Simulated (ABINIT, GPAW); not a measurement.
An ABINIT input for a self-consistent single point of Mo₂C (P-3m1, 3 atoms in the cell) (DFT, PBEsol, plane waves, norm-conserving pseudopotentials (PseudoDojo nc-sr-04 PBEsol standard)):

```
# Mo2C, PseudoDojo nc-sr-04 PBEsol standard
pp_dirpath "./"
pseudos "Mo.upf, C.upf"
acell 3.1257280847 3.1257280847 4.7447280000 Angstrom
rprim
         1.0000000000   -0.0000000063    0.0000000000
        -0.4999999946    0.8660254069    0.0000000000
         0.0000000000    0.0000000000    1.0000000000
natom 3
ntypat 2
znucl 42 6
typat 1 1 2
xred
         0.3333333333    0.6666666667    0.2497700000
         0.6666666667    0.3333333333    0.7502300000
         0.0000000000    0.0000000000    0.5000000000
ecut 1116 eV
ixc -116133
occopt 7
tsmear 0.1 eV
nband 22
kptopt 1
ngkpt 14 14 8
nshiftk 1
shiftk 0 0 0
nstep 100
toldfe 1.0e-09
prtwf 0
prtden 0
enunit 2
```

Task: Give the GPAW input for the same structure, mesh, smearing and functional.

Result: This is the input that was run; spellings and numerical settings could be chosen otherwise.

```python
from ase import Atoms
from ase.units import GPa
from gpaw import GPAW, PW

atoms = Atoms(['Mo', 'Mo', 'C'],
              cell=[[3.125728, 0.000000, 0.000000],
                    [-1.562864, 2.706960, 0.000000],
                    [0.000000, 0.000000, 4.744728]],
              scaled_positions=[[0.333333, 0.666667, 0.249770],
                                [0.666667, 0.333333, 0.750230],
                                [0.000000, 0.000000, 0.500000]],
              pbc=True)

calc = GPAW(mode=PW(900),
            xc='PBEsol',
            kpts={'size': (14, 14, 8), 'gamma': True},
            occupations={'name': 'methfessel-paxton', 'width': 0.1, 'order': 0},
            nbands=-9,
            convergence={'density': 1e-05},
            symmetry={'symmorphic': False, 'tolerance': 0.0005},
            maxiter=150)

atoms.calc = calc

energy = atoms.get_potential_energy()
print('Energy (eV):', round(energy, 6))
forces = atoms.get_forces()
print('Forces (eV/Ang):')
print(forces.round(5))
stress = atoms.get_stress()
print('Stress (GPa, Voigt):', (stress / GPa).round(4))
```

Basis settings and potentials, where a program has them, do not carry over. This input uses DFT PBEsol, plane waves, GPAW PAW datasets PBEsol (made by gpaw-setup).

The starting cell comes from a database of computed structures (which also holds hypothetical and non-ambient phases and stackings), without a prior relaxation at this level. Its lattice was rescaled by a random factor within 2.5 % of one.
